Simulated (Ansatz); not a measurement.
# C, response to strain

Start from C (space group I4/mmm, No. 139; a = 4.3564 Å, c = 2.4989 Å; a model cell, its experimental status unchecked). Axes: x, y, z lie along a, b, c of the conventional cell.

Strains are applied to the cell and any free atomic positions relax; under biaxial strain the out-of-plane vector relaxes too; under stress the whole cell relaxes.

Levels (all Ansatz, an electronic-structure program, PAW): PBEsol (420 eV, no SOC); r2SCAN (500 eV, scalar-relativistic without spin-orbit coupling); HSE06 (420 eV, no spin-orbit coupling).

Band gaps by level, all at the geometries relaxed with PBEsol:

```json
[
 {"case": "base", "PBEsol": "2.27 eV", "r2SCAN": "2.65 eV", "HSE06": "3.50 eV"},
 {"case": "biaxial strain −0.91 %, plane normal [001], relaxed out of plane", "PBEsol": "2.19 eV", "r2SCAN": "2.58 eV", "HSE06": "3.43 eV"},
 {"case": "isotropic strain −2.99 %", "PBEsol": "2.01 eV", "r2SCAN": "2.41 eV", "HSE06": "3.26 eV"},
 {"case": "uniaxial strain ε_zz = −0.21 %", "PBEsol": "2.27 eV", "r2SCAN": "2.65 eV", "HSE06": "3.51 eV"},
 {"case": "strain tensor (xx, yy, zz, yz, xz, xy) = (+1.16, −2.02, +1.40, −0.10, +0.78, −0.13) %", "PBEsol": "2.19 eV", "r2SCAN": "2.56 eV", "HSE06": "3.41 eV"},
 {"case": "uniaxial stress, 2 GPa compression along z", "PBEsol": "2.27 eV", "r2SCAN": "2.65 eV", "HSE06": "3.51 eV"},
 {"case": "uniaxial stress, 0.5 GPa compression along x", "PBEsol": "2.27 eV", "r2SCAN": "2.65 eV", "HSE06": "3.50 eV"}
]
```

A biaxial case was relaxed in a doubled cell and then solved in the primitive one. Single points use the geometry relaxed with PBEsol. HSE06 gaps are upper bounds (no full band path). Stability under load was not tested beyond the relaxation. This is not the structure that C has at room temperature and ambient pressure.
